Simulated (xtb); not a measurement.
xtb 6.7.1, GFN1-xTB: Hf(OEt)3(amdMe) (CC[O][Hf]1([O]CC)([O]CC)[N](C)C(C)=[N]->1C), 40 atoms. The geometry is a generated start, not checked to be a minimum at this level.

| Property | Result |
|---|---|
| run flags | --grad |
| method | GFN1-xTB |
| --acc | 1 (default) |
| --etemp (K) | 300 (default) |
| basis functions | 118 |
| valence electrons | 96 |

Charge 0 and multiplicity 1 are set for this test and not shown to be the ground state.

One run each on 1 thread. Values of broydamp tried: 0.02, 0.05, 0.1, 0.2, 0.4 (default), 0.6, 0.8, 1.

Predict the course of the SCC iterations along this series.

Fewest SCC iterations, within one of each other: 0.2 with 14, 0.4 (default) with 13. The count rises to 33 at 0.02. All converge to one solution.

```tsv
broydamp	SCC iterations	end
0.02	33	same solution
0.05	23	same solution
0.1	18	same solution
0.2	14	same solution
0.4 (default)	13	same solution
0.6	18	same solution
0.8	18	same solution
1	18	same solution
```
